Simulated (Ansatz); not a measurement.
SrO, pressure series

Consider SrO in the rock salt structure (space group Fm-3m, No. 225; a = 5.160 Å).

Cell and atoms are relaxed at each pressure.

Calculations: plane-wave PAW DFT at the r2SCAN level (Ansatz, a quantum-chemistry and plane-wave program, 500 eV), spin-orbit coupling left out.

| variant | smallest direct gap | volume per atom | electron mass |
|---|---|---|---|
| base | 3.88 eV | 17.17 Å³ | 1.2 mₑ along k, 0.40 mₑ across (at X) |
| pressure −2 GPa | 3.90 eV | 17.56 Å³ | 1.2 mₑ along k, 0.41 mₑ across (at X) |
| pressure −1 GPa | 3.89 eV | 17.36 Å³ | 1.2 mₑ along k, 0.40 mₑ across (at X) |
| pressure 0.3 GPa | 3.88 eV | 17.12 Å³ | 1.2 mₑ along k, 0.40 mₑ across (at X) |
| pressure 0.7 GPa | 3.87 eV | 17.05 Å³ | 1.2 mₑ along k, 0.40 mₑ across (at X) |
| pressure 1.5 GPa | 3.86 eV | 16.91 Å³ | 1.2 mₑ along k, 0.40 mₑ across (at X) |
| pressure 3 GPa | 3.84 eV | (withheld) | 1.2 mₑ along k, 0.39 mₑ across (at X) |
| pressure 5 GPa | 3.82 eV | 16.37 Å³ | 1.2 mₑ along k, 0.39 mₑ across (at X) |
| pressure 7.5 GPa | (withheld) | 16.03 Å³ | 1.2 mₑ along k, 0.38 mₑ across (at X) |
| pressure 10 GPa | 3.76 eV | (withheld) | 1.2 mₑ along k, 0.38 mₑ across (at X) |

Q: Some entries are withheld; estimate them.

A: 
- pressure 3 GPa, volume per atom: 16.66 Å³
- pressure 7.5 GPa, smallest direct gap: 3.79 eV
- pressure 10 GPa, volume per atom: 15.73 Å³

Load acts through the strain it causes; cell and atoms are relaxed under it. Effective masses come from finite differences of ±0.01 Å⁻¹. Along k means along the line from Γ to the band edge. Whether these cells are dynamically stable was not tested. No other phases were tried under pressure.
